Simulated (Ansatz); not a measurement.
Consider ZrS₂ in the fluorite structure (space group Fm-3m, No. 225; a = 6.256 Å; a hypothetical phase, not in the database extracts checked). Axes: x, y, z lie along the cube axes.

Computed with r2SCAN/PAW in Ansatz (a first-principles code), without spin-orbit coupling.

Strains are applied to the cell and any free atomic positions relax; under biaxial strain the out-of-plane vector relaxes too.

One change was made to it. Results:

| quantity | base | after |
|---|---|---|
| pressure (mean of the normal stresses, compression positive) | 0.00 GPa | 0.39 GPa |
| energy relative to the base (free energy F) | 0 meV/atom | +0.4 meV/atom |
| shortest interatomic distance | 2.709 Å | 2.700 Å |

Problem. Which of these changes matches the shifts?
A) isotropic strain −0.54 %
B) biaxial strain +1.58 %, plane normal [001], relaxed out of plane
C) isotropic strain −1.18 %
D) biaxial strain −0.59 %, plane normal [001], relaxed out of plane
E) biaxial strain −0.53 %, plane normal [110], relaxed out of plane

Solution. E, biaxial strain −0.53 %, plane normal [110], relaxed out of plane. For comparison, the pressure in the other runs: isotropic strain −0.54 % gives 1.86 GPa; biaxial strain +1.58 %, plane normal [001], relaxed out of plane gives -2.7 GPa; isotropic strain −1.18 % gives 4.2 GPa; biaxial strain −0.59 %, plane normal [001], relaxed out of plane gives 1.1 GPa.

A case with no gap was solved on a k-mesh chosen for an insulator, which is coarse for it. No phonon test of stability was made. All final runs are without spin polarisation.
